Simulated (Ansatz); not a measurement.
**HfTe (model structure, started from the CsCl type, Pm-3m, No. 221, 2 atoms in the cell): equilibrium lattice constant a by level of theory**

No measured value is used here.

| level (code) | value (Å) |
|---|---|
| LDA (Ansatz) | 3.465 |
| PBE (Ansatz) | 3.542 |
| PBEsol (Ansatz) | 3.493 |
| r²SCAN (Ansatz) | [?] |

Question: Complete the blanks.

Answer: 
- r²SCAN (Ansatz, an electronic-structure program), value (Å): 3.531

Density-functional levels without +SOC have no spin–orbit coupling. Cutoffs differ between the levels. Ansatz's density-functional and Hartree–Fock values are scalar-relativistic unless marked +SOC, with PAW data made under PBE.

A model structure was made by putting elements into a prototype or built by hand; it is no filed structure, need not be a known phase, and can be a saddle point held by its symmetry.
